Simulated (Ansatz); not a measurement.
SrO in the rock salt structure (space group Fm-3m, No. 225)

```cif
data_O4Sr4
_chemical_formula_sum 'O4 Sr4'
_space_group_name_H-M_alt 'Fm-3m'
_space_group_IT_number 225
_space_group_name_Hall '-F 4 2 3'
_cell_length_a 5.15993
_cell_length_b 5.15993
_cell_length_c 5.15993
_cell_angle_alpha 90.000
_cell_angle_beta 90.000
_cell_angle_gamma 90.000
loop_
_atom_site_label
_atom_site_type_symbol
_atom_site_symmetry_multiplicity
_atom_site_Wyckoff_symbol
_atom_site_fract_x
_atom_site_fract_y
_atom_site_fract_z
_atom_site_occupancy
O1 O 4 a 0.00000 0.00000 0.00000 1
Sr1 Sr 4 b 0.50000 0.50000 0.50000 1
```
(The calculation used a cell of 2 atoms; values per cell refer to that cell.)

The values are results of r2SCAN (Ansatz, a first-principles code), without spin-orbit coupling, not measurements. Γ-centred 11×11×11 mesh, Fermi–Dirac width 0.05 eV.

```json
{
 "volume_per_atom": "17.17 Å³",
 "density": "5.01 g/cm³",
 "band_gap": "3.80 eV, indirect, Γ → X",
 "electron_mass": "1.2 mₑ along k, 0.40 mₑ across",
 "Lowest conduction-band minima above the VBM": "X along ⟨100⟩ 3.80 eV; Γ 4.59 eV",
 "total_energy": "-2063.528 eV/atom (σ→0; compares only within this code and set-up)"
}
```

Effective masses come from finite differences of ±0.01 Å⁻¹. Along k means along the line from Γ to the band edge. No phonon test of stability was made.
